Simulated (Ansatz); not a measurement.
## How far PBE and PBEsol part for hypothetical I4_132 B

Take B (space group I4_132, No. 214; a = 4.653 Å; a hypothetical phase, not in the database extracts checked) as the base.

(Cell as relaxed with PBE.)

Levels (all Ansatz, an electronic-structure program, PAW): PBE (420 eV, without spin-orbit coupling); PBEsol (420 eV, no SOC).

Each level relaxes its own structure.

```json
[
 {"quantity": "volume per atom", "PBE": "12.59 Å³", "PBEsol": "12.43 Å³"},
 {"quantity": "lattice parameter a", "PBE": "4.653 Å", "PBEsol": "4.633 Å"},
 {"quantity": "band gap", "PBE": "1.48 eV", "PBEsol": "1.41 eV"},
 {"quantity": "gap character", "PBE": "indirect, k = (0.100, 0.300, 0.300) in the run's primitive reciprocal basis → Γ–P (20 % along)", "PBEsol": "indirect, k = (0.100, 0.300, 0.300) in the run's primitive reciprocal basis → Γ–P (20 % along)"}
]
```

PBE's volume per atom lies 0.16 Å³ above PBEsol's (1.3 %); PBE's lattice parameter a lies 0.020 Å above PBEsol's (0.4 %); PBE's band gap lies 0.07 eV above PBEsol's; the two agree on the gap character. Neither level is exact; PBEsol is the comparison here, not a measurement.

Gaps are Kohn–Sham eigenvalue differences; semilocal functionals usually give less than the measured gap. Whether these cells are dynamically stable was not tested.
